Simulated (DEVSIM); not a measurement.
System: Schottky contact on n-type GaN, at 300 K.

```tsv
layer (left to right)	material	thickness (μm)	Nd (cm⁻³)	τn (s)	τp (s)
1	GaN	1.70	8e15	6.8e-10	6.8e-10
```

Left contact: Schottky, work function 5.41 eV, emission velocity 5.4e6 cm/s. Right contact: ohmic. Voltage is applied to the left contact. Recombination: SRH at mid-gap, Auger. Mobility is constant in doping.

Constants are typed, rounded textbook-type inputs, not results; the design itself was drawn at random and stands for no fabricated device. Values at 300 K.

```tsv
parameter	GaN
gap (eV)	3.43
affinity (eV)	4.1
permittivity	9.5
Nc (cm⁻³)	2.3e18
Nv (cm⁻³)	4.6e19
μn (cm²/Vs)	1200
μp (cm²/Vs)	100
Cn (cm⁶/s)	1e-30
Cp (cm⁶/s)	1e-30
```

Model (solved in DEVSIM): 1D drift-diffusion, Boltzmann statistics, complete ionisation; no tunnelling, impact ionisation, image-force lowering or self-heating. Metal contacts follow the ideal Schottky-Mott rule: no Fermi-level pinning, no interface dipoles.

Problem. Give the dark forward current.

Solution. 
```json
[
 {"V (V)": "0.15", "J (A/cm²)": "6.0e-14"},
 {"V (V)": "0.20", "J (A/cm²)": "4.1e-13"},
 {"V (V)": "0.25", "J (A/cm²)": "2.9e-12"},
 {"V (V)": "0.30", "J (A/cm²)": "2.0e-11"},
 {"V (V)": "0.35", "J (A/cm²)": "1.4e-10"},
 {"V (V)": "0.40", "J (A/cm²)": "9.4e-10"},
 {"V (V)": "0.45", "J (A/cm²)": "6.5e-9"},
 {"V (V)": "0.50", "J (A/cm²)": "4.4e-8"},
 {"V (V)": "0.55", "J (A/cm²)": "3.1e-7"},
 {"V (V)": "0.60", "J (A/cm²)": "2.1e-6"},
 {"V (V)": "0.65", "J (A/cm²)": "1.5e-5"},
 {"V (V)": "0.70", "J (A/cm²)": "1.0e-4"},
 {"V (V)": "0.75", "J (A/cm²)": "0.00069"},
 {"V (V)": "0.80", "J (A/cm²)": "0.0047"},
 {"V (V)": "0.85", "J (A/cm²)": "0.032"},
 {"V (V)": "0.90", "J (A/cm²)": "0.22"},
 {"V (V)": "0.95", "J (A/cm²)": "1.5"},
 {"V (V)": "1.00", "J (A/cm²)": "9.5"},
 {"V (V)": "1.05", "J (A/cm²)": "52"},
 {"V (V)": "1.10", "J (A/cm²)": "190"},
 {"V (V)": "1.15", "J (A/cm²)": "440"},
 {"V (V)": "1.20", "J (A/cm²)": "760"},
 {"V (V)": "1.25", "J (A/cm²)": "1100"},
 {"V (V)": "1.30", "J (A/cm²)": "1500"},
 {"V (V)": "1.35", "J (A/cm²)": "1900"},
 {"V (V)": "1.40", "J (A/cm²)": "2300"}
]
```
